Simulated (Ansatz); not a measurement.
Seebeck coefficient (μV/K, mean over directions) of p-type MoS₂ (P6_3/mmc) against carrier density, Ansatz (a first-principles code) with r2SCAN+D4 with spin-orbit coupling, rigid bands. Computed gap 1.05 eV; densities at which minority carriers matter at this gap, or further valleys turn the trend, are left out. Conductivity mass 0.77 mₑ (harmonic mean over directions), N_v = 1.7e19 cm⁻³ at 300 K.

```csv
hole density,300 K,500 K
1e16 cm⁻³,855,921
1e17 cm⁻³,656,723
1e18 cm⁻³,458,525
3e18 cm⁻³,…,431
1e19 cm⁻³,264,328
3e19 cm⁻³,…,238
1e20 cm⁻³,99,…
3e20 cm⁻³,51,83
1e21 cm⁻³,24,41
```

Some entries are withheld; supply them.


- 3e18 cm⁻³, 300 K: 365
- 3e19 cm⁻³, 300 K: 178
- 1e20 cm⁻³, 500 K: 148

Rigid bands with a gap fixed in temperature, one relaxation time for all states, no polarons or phonon drag, and whether or not such doping can be reached. Geometry: cell and atoms relaxed with r2SCAN+D4.
